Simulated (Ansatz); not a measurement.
The parent structure is WSe₂ (space group P6_3/mmc, No. 194; a = 3.2790 Å, c = 12.7862 Å; layered, stacked along the Cartesian z axis).

Level of theory: DFT with PBE-D3(BJ), PAW potentials and a 420 eV plane-wave cutoff in Ansatz (a first-principles code), without spin-orbit coupling.

Strains are applied to the cell and any free atomic positions relax.

One change was made to it. Results:

```tsv
quantity	base	after
band gap	0.87 eV	0.90 eV
valence-band top at Γ (three highest levels, from the VBM)	0.00, -0.96, -1.20 eV	0.00, -0.99, -1.12 eV
smallest direct gap	1.57 eV	1.50 eV
pressure (mean of the normal stresses, compression positive)	0.00 GPa	-1.14 GPa
```

Name the change that was made.
(A) isotropic strain +1.20 %
(B) isotropic strain +2.40 %
(C) isotropic strain +0.60 %

C, isotropic strain +0.60 %. For comparison, the valence-band top at Γ in the other runs: isotropic strain +2.40 % gives 0.00, -0.92, -1.06 eV; isotropic strain +1.20 % gives 0.00, -1.02, -1.05 eV.

Spin-orbit coupling, missing from the scalar runs, can matter with W. No phonon test of stability was made.
